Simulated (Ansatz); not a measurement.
Start from ZnS in the zinc blende structure (space group F-43m, No. 216; a = 5.389 Å). Axes: x, y, z lie along the cube axes.

Calculations: plane-wave PAW DFT at the r2SCAN level (Ansatz, a first-principles code, 500 eV), without spin-orbit coupling.

Modification: an isotropic linear strain of +2.50 %, atoms relaxed at fixed cell.

**Question.** Predict the stress tensor and what it implies for the stiffness.

**Answer.** Stress of the strained cell less that of the base (GPa, compression positive):
```
  -4.96    0.00    0.00
   0.00   -4.96    0.00
   0.00    0.00   -4.96
```

Then B = −ΔP/(ΔV/V₀) with ΔV/V₀ = 0.0769 gives secant stiffness values (nonlinear terms included at this strain): B ≈ 64 GPa.

As a check, the harmonic strain energy −½ V₀ Δσ:ε is 23 meV/atom; the computed energy rise is 25 meV/atom.

No phonon test of stability was made.
